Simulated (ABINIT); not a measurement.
Worked example: self-consistent single point of BeSe (F-43m, 2 atoms in the cell) in ABINIT.

Level of theory: PBE, spin-orbit coupling, norm-conserving pseudopotentials (PseudoDojo nc-fr-04 PBE standard) (plane waves; ABINIT).

```
BeSe
1.0
    0.00000     2.59870     2.59870
    2.59870     0.00000     2.59870
    2.59870     2.59870     0.00000
Be Se
1 1
Direct
  0.00000   0.00000   0.00000
  0.25000   0.25000   0.25000
```

Reference input (self-consistent single point, DFT, PBE, plane waves, norm-conserving pseudopotentials (PseudoDojo nc-sr-05 PBE standard)): pseudos = [Be.upf, Se.upf]; ecut = 44 Ha; occopt = 1; ngkpt = 11 11 11; nshiftk = 1; shiftk = 0 0 0; potentials = PseudoDojo nc-sr-05 PBE standard; nband = 12; kptopt = 1; nstep = 100; toldfe = 1e-09 Ha; diemac = 4. This run's input differs from it in these lines:

```diff
@@ -1,2 +1,2 @@
-# BeSe, PseudoDojo nc-sr-05 PBE standard
+# BeSe, PseudoDojo nc-fr-04 PBE standard
 pp_dirpath "./"
@@ -17,4 +17,6 @@
 ecut 44
+nspinor 2
+nspden 1
 occopt 1
-nband 12
+nband 24
 kptopt 1
```

Its files differ too (potentials: PseudoDojo nc-sr-05 PBE standard → PseudoDojo nc-fr-04 PBE standard).

Log, with long lists cut:

```
--- !BeginCycle
solver: {iscf: 7, nstep: 100, nline: 4, wfoptalg: 0, }
tolerances: {toldfe: 1.00E-09, }
...

     iter   Etot(hartree)      deltaE(h)  residm     vres2
 ETOT  1  -134.14474702046    -1.341E+02 2.428E+00 6.200E+01
 ETOT  2  -135.21413416561    -1.069E+00 6.579E-02 1.410E+02
 ETOT  3  -135.22519152900    -1.106E-02 7.136E-03 2.461E+01
 ETOT  4  -135.22757158352    -2.380E-03 1.581E-02 2.183E-01
 ETOT  5  -135.22758993126    -1.835E-05 4.313E-03 3.140E-03
 ETOT  6  -135.22758981122     1.200E-07 2.319E-03 2.464E-03
 ETOT  7  -135.22759003006    -2.188E-07 2.307E-03 1.092E-04
 ETOT  8  -135.22759004092    -1.087E-08 9.569E-04 1.032E-06
 ETOT  9  -135.22759004102    -9.425E-11 5.047E-04 4.830E-08
 ETOT 10  -135.22759004102    -5.059E-12 3.410E-04 3.341E-11
 At SCF step   10, etot is converged :
  for the second time, diff in etot=  5.059E-12 < toldfe=  1.000E-09

 Cartesian components of stress tensor (hartree/bohr^3)
  sigma(1 1)=  2.36211640E-05  sigma(3 2)=  0.00000000E+00
  sigma(2 2)=  2.36211640E-05  sigma(3 1)=  0.00000000E+00
  sigma(3 3)=  2.36211640E-05  sigma(2 1)=  0.00000000E+00

 ----iterations are completed or convergence reached----

 reduced coordinates (array xred) for    2 atoms
       0.000000000000      0.000000000000      0.000000000000
       0.250000000000      0.250000000000      0.250000000000
 cartesian forces (eV/Angstrom) at end:
    1      0.00000000000000     0.00000000000000    -0.00000000000000
    2     -0.00000000000000    -0.00000000000000     0.00000000000000
 frms,max,avg= 8.6383239E-26 1.3533653E-25   0.000E+00  0.000E+00  0.000E+00 e/A
   [... lines left out ...]
 Fermi (or HOMO) energy (eV) =   3.50678   Average Vxc (eV)=  -9.92747
   [... lines left out ...]
total_energy        : -1.35227590041023E+02
total_energy_eV     : -3.67972986106899E+03
band_energy         : -2.35324084798723E+01
...

-Cartesian components of stress tensor (GPa)         [Pressure= -6.9496E-01 GPa]
- sigma(1 1)=  6.94958522E-01  sigma(3 2)=  0.00000000E+00
- sigma(2 2)=  6.94958522E-01  sigma(3 1)=  0.00000000E+00
- sigma(3 3)=  6.94958522E-01  sigma(2 1)=  0.00000000E+00

 Calculation completed.
```

The run converged in 10 iterations. Against the reference run the pressure hardly changes (-0.74 to -0.69 GPa) and the gap on the mesh goes from 2.749 to 2.606 eV.

The starting cell comes from a database of computed structures (which also holds hypothetical and non-ambient phases and stackings), without a prior relaxation at this level. Its lattice was rescaled by a random factor within 2.5 % of one.

Cost on one core of a shared machine: roughly 5 min.
